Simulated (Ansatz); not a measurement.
## A computed series for hypothetical diamond Te: pressure series

Start from Te in the diamond structure (space group Fd-3m, No. 227; a = 7.061 Å; a hypothetical phase, not in the database extracts checked).

Cell and atoms are relaxed at each pressure.

Computed with PBEsol, PAW, 420 eV (Ansatz, an electronic-structure program; scalar-relativistic without spin-orbit coupling).

Notes on the quantities. enthalpy: H = E + PV relative to the base's energy.

| case | enthalpy | shortest interatomic distance |
|---|---|---|
| base | – | 3.057 Å |
| pressure −2 GPa | -0.57 eV/atom | … |
| pressure −1 GPa | -0.28 eV/atom | … |
| pressure 0.3 GPa | +0.08 eV/atom | 3.047 Å |
| pressure 0.7 GPa | +0.19 eV/atom | 3.035 Å |
| pressure 1.5 GPa | +0.40 eV/atom | 3.012 Å |
| pressure 3 GPa | +0.79 eV/atom | 2.974 Å |
| pressure 5 GPa | +1.28 eV/atom | … |
| pressure 7.5 GPa | +1.87 eV/atom | 2.886 Å |
| pressure 10 GPa | +2.44 eV/atom | 2.849 Å |

**Question.** What belongs in the blanks?

**Answer.** 
- pressure −2 GPa, shortest interatomic distance: 3.138 Å
- pressure −1 GPa, shortest interatomic distance: 3.094 Å
- pressure 5 GPa, shortest interatomic distance: 2.931 Å

Load acts through the strain it causes; cell and atoms are relaxed under it. Stability against distortions was not tested. No other phases were tried under pressure.
